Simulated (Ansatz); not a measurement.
For CaV2O6 (C2/m, No. 12), LDA (Ansatz, an electronic-structure program, plane waves, PAW) gives:

- equilibrium volume per atom: 13.12 Å³/atom
- enthalpy of formation: -2.882 eV/atom

**Question.** What does r²SCAN (PAW; Ansatz) give for the same quantities?

**Answer.** 
- equilibrium volume per atom: 14.19 Å³/atom (goes up by 8.2 %)
- formation enthalpy: -2.817 eV/atom (moves by +0.065 eV/atom)

Changes are worked out from the printed values.

Unless a cell is named, each level is at its own relaxed cell (LDA 13.12, r²SCAN 14.19 Å³/atom).

The crystal itself was run without spin with LDA, r²SCAN.

Caveats: the relaxation could not lower the start's symmetry, so the cell can be a saddle point above a distorted one (LDA, r²SCAN). Ansatz's density-functional and Hartree–Fock values are scalar-relativistic unless marked +SOC, with PAW data made under PBE.
